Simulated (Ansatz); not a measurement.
All values below come from PBE (plane waves to 420 eV, PAW; Ansatz, a quantum-chemistry and plane-wave program).

Planar average of the electrostatic potential across the slab, in eV from the Fermi level, for a constructed model of the (111) surface of fcc Au, (√3x√3)R30° layer of Sb, one a cell, on the site that continues the host's stacking (bottom of the slab: a bare face, its two planes held):

| z (Å) | V (eV) |
|---|---|
| 3.67 | 5.15 |
| 3.95 | 5.15 |
| 4.24 | 5.15 |
| 4.52 | 5.15 |
| 4.80 | 5.15 |
| 5.08 | 5.14 |
| 5.37 | 5.12 |
| 5.65 | 5.09 |
| 5.93 | 5.01 |
| 6.21 | 4.83 |
| 6.50 | 4.45 |
| 6.78 | 3.57 |
| 7.06 | 1.52 |
| 7.34 | -3.83 |
| 7.62 | -10.94 |
| 7.91 | -15.22 |
| 8.19 | -15.80 |
| 8.47 | -12.77 |
| 8.75 | -6.40 |
| 9.04 | -0.45 |
| 9.32 | 0.95 |
| 9.60 | -1.48 |
| 9.88 | -8.07 |
| 10.17 | -13.93 |
| 10.45 | -16.25 |
| 10.73 | -15.02 |
| 11.01 | -10.16 |
| 11.30 | -3.21 |
| 11.58 | 0.57 |
| 11.86 | 0.14 |
| 12.14 | -4.75 |
| 12.43 | -11.60 |
| 12.71 | -15.64 |
| 12.99 | -16.06 |
| 13.27 | -12.91 |
| 13.56 | -6.45 |
| 13.84 | -0.56 |
| 14.12 | 0.81 |
| 14.40 | -1.73 |
| 14.69 | -8.39 |
| 14.97 | -14.12 |
| 15.25 | -16.29 |
| 15.53 | -14.91 |
| 15.81 | -9.90 |
| 16.10 | -2.95 |
| 16.38 | 0.67 |
| 16.66 | 0.20 |
| 16.94 | -4.69 |
| 17.23 | -11.55 |
| 17.51 | -15.58 |
| 17.79 | -16.00 |
| 18.07 | -12.84 |
| 18.36 | -6.36 |
| 18.64 | -0.42 |
| 18.92 | 1.10 |
| 19.20 | -0.88 |
| 19.49 | -7.19 |
| 19.77 | -13.42 |
| 20.05 | -16.20 |
| 20.33 | -15.46 |
| 20.62 | -11.20 |
| 20.90 | -4.62 |
| 21.18 | -0.96 |
| 21.46 | -0.87 |
| 21.75 | -1.35 |
| 22.03 | -1.59 |
| 22.31 | -1.31 |
| 22.59 | -0.35 |
| 22.87 | 1.29 |
| 23.16 | 2.86 |
| 23.44 | 3.65 |
| 23.72 | 4.03 |
| 24.00 | 4.21 |
| 24.29 | 4.29 |
| 24.57 | 4.33 |
| 24.85 | 4.35 |
| 25.13 | 4.36 |
| 25.42 | 4.37 |
| 25.70 | 4.37 |
| 25.98 | 4.37 |
| 26.26 | 4.37 |
| 26.55 | 4.37 |

Set-up: 19 atoms, 14.3 Å thick at the start; mesh 9x9x1; 0.1 eV smearing; dipole correction on; 6 atoms held, the rest relaxed; start symmetry kept, larger cells not searched; no spin, no spin-orbit, no U. It is one candidate, not shown to be the stable structure of the face.

Problem. The surface cell has an area of 22.45 Å². What dipole along the normal does the step between the two vacuum levels imply?

Solution. the top vacuum level lies 0.78 eV below the bottom one; p = −ε₀ A ΔV (ε₀ = 0.005526 e/(V·Å)) gives 0.10 e·Å a cell.
